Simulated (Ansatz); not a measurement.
Sc on the Si site in 4H silicon carbide, relaxed from 2 sites or starts (the Si(h) site; the Si(k) site); at each charge the lowest end counts.

All values below come from PBE, PAW (plane waves to 420 eV; Ansatz, an electronic-structure program). Cell and caveats: 96-site cell; 2×2×2 shifted k-points; host gap 2.23 eV; charged states image-corrected; not converged in cell size; flagged in the runs: for some of the defects a host whose relaxation on this sampling wasn't shown to rest, a strain field that reaches the edge of the cell.

```tsv
charge	neighbours at the lowest end (Å)	corrected energy + q E_VBM, against the first (eV)
0	C 2.11, C 2.13, C 2.13, C 2.15	0.00
−1	C 2.10, C 2.11, C 2.11, C 2.14	0.27
```

Charges from +1 to −1 were run. The lines E(q) + q E_F give the stable charge, which changes above the valence-band maximum at (0/−1) at 0.27 eV.
